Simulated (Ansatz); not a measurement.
Base system: SiO₂ (space group P3_221, No. 154; a = 4.866 Å, c = 5.365 Å). Axes: x lies along a and z along c of the hexagonal cell.

It is then changed as follows: biaxial strain +1.50 %, plane normal [001], relaxed out of plane (Cartesian); in-plane vectors clamped, the third vector and the atoms free.

The values are results of LDA (Ansatz, a first-principles code; PAW; 420 eV plane waves; no spin-orbit coupling), not measurements.

Base, band edges from the VBM (valence, conduction): K 0.00, 8.76; H -0.58, 8.97; M -0.05, 8.16; L -0.17, 8.83; A -0.07, 7.81; Γ -0.29, 5.83 eV.

Task: Give the band edges at the high-symmetry points of the new zone, measured from its valence-band maximum.

Result: 
```json
[
 {"point": "Γ", "valence edge (eV)": "-0.33", "conduction edge (eV)": "5.73"},
 {"point": "M", "valence edge (eV)": "-0.04", "conduction edge (eV)": "8.00"},
 {"point": "K", "valence edge (eV)": "0.00", "conduction edge (eV)": "8.65"},
 {"point": "A", "valence edge (eV)": "-0.08", "conduction edge (eV)": "7.69"},
 {"point": "L", "valence edge (eV)": "-0.20", "conduction edge (eV)": "8.70"},
 {"point": "H", "valence edge (eV)": "-0.61", "conduction edge (eV)": "8.85"}
]
```

The gap is 5.73 eV, indirect, K → Γ.

Stability against distortions was not tested.
